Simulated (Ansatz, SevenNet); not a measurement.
## C11b WSi₂, elastic constant C12

Reference value: 122 GPa (measured, temperature not stated, not corrected to a static lattice; as tabulated in Friák et al. (2018), doi:10.3390/nano8121057).

Task: Put these levels in order of the elastic constant C12 that they give for C11b WSi₂, smallest first: BLYP (Ansatz, an electronic-structure program), SevenNet-0, revPBE (Ansatz).

Result: BLYP (84.2 GPa), revPBE (112 GPa), SevenNet-0 (163 GPa)

Unless a cell is named, each level is at its own relaxed cell (SevenNet-0 13.70, BLYP 14.30, revPBE 13.80 Å³/atom).

Differences against the reference: SevenNet-0 +34 %, BLYP -31 %, revPBE -8.2 %.

The measured value isn't corrected to a static lattice, so vibrations enter the comparison.  Density-functional levels without +SOC have no spin–orbit coupling. Each level is taken at its own relaxed cell. Ansatz's density-functional and Hartree–Fock values are scalar-relativistic unless marked +SOC, with PAW data made under PBE.

Machine-learned potentials (SevenNet-0) are trained on DFT data: a solid inside that data is no test of them.

Differences are worked out from the printed values.
